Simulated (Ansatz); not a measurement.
Cell of Ga2O3-ML on Ga2O3-ML (facing atoms over hollows or bridges; Ga2O3-ML a predicted or substrate-bound sheet, here free), atoms relaxed in a fixed cell:

```yaml
crystal:
  lattice:
    - [3.06513, 0.00000, 0.00000]
    - [-1.53257, 2.65448, 0.00000]
    - [0.00000, 0.00000, 30.75200]
  atoms:
    - { symbol: O, position: [0.33333, 0.66667, 0.31307] }
    - { symbol: Ga, position: [0.66667, 0.33333, 0.33569] }
    - { symbol: O, position: [0.66667, 0.33333, 0.39410] }
    - { symbol: Ga, position: [0.00000, 0.00000, 0.43641] }
    - { symbol: O, position: [0.33333, 0.66667, 0.45965] }
    - { symbol: O, position: [0.00000, 0.00000, 0.68695] }
    - { symbol: Ga, position: [0.66667, 0.33333, 0.66432] }
    - { symbol: O, position: [0.66667, 0.33333, 0.60591] }
    - { symbol: Ga, position: [0.33333, 0.66667, 0.56361] }
    - { symbol: O, position: [0.00000, 0.00000, 0.54037] }
```

The numbers are results of PBE+D3(BJ) (plane waves to 420 eV, PAW; Ansatz, a first-principles code), not measurements. No spin–orbit coupling. Its k-point mesh 12×12×1, Fermi–Dirac width 0.01 eV. A dipole correction is on.

Question: Give the plane-averaged electrostatic potential energy of an electron along the normal (the smooth PAW potential), about its mean over the cell, from 5 Å under the lowest atom to 5 Å over the highest.

Answer: (z (Å), V (eV)): (4.698, 3.89); (5.125, 3.89); (5.410, 3.89); (5.837, 3.89); (6.122, 3.89); (6.549, 3.89); (6.834, 3.89); (7.261, 3.88); (7.546, 3.87); (7.973, 3.81); (8.257, 3.67); (8.685, 2.88); (9.112, -1.64); (9.396, -7.72); (9.824, -13.83); (10.108, -12.49); (10.535, -9.38); (10.820, -7.02); (11.247, -0.92); (11.532, -0.01); (11.959, -4.10); (12.244, -4.99); (12.671, -4.35); (12.956, -5.78); (13.383, -7.91); (13.810, -11.22); (14.095, -10.23); (14.522, -1.89); (14.807, 3.50); (15.234, 5.54); (15.518, 5.54); (15.945, 3.51); (16.230, -1.88); (16.657, -10.22); (16.942, -11.22); (17.369, -7.91); (17.796, -5.79); (18.081, -4.35); (18.508, -4.99); (18.793, -4.11); (19.220, -0.01); (19.505, -0.91); (19.932, -7.01); (20.217, -9.38); (20.644, -12.49); (20.928, -13.83); (21.356, -7.72); (21.640, -1.65); (22.067, 2.87); (22.495, 3.67); (22.779, 3.81); (23.206, 3.87); (23.491, 3.88); (23.918, 3.89); (24.203, 3.89); (24.630, 3.89); (24.915, 3.89); (25.342, 3.89); (25.627, 3.89); (26.054, 3.89)
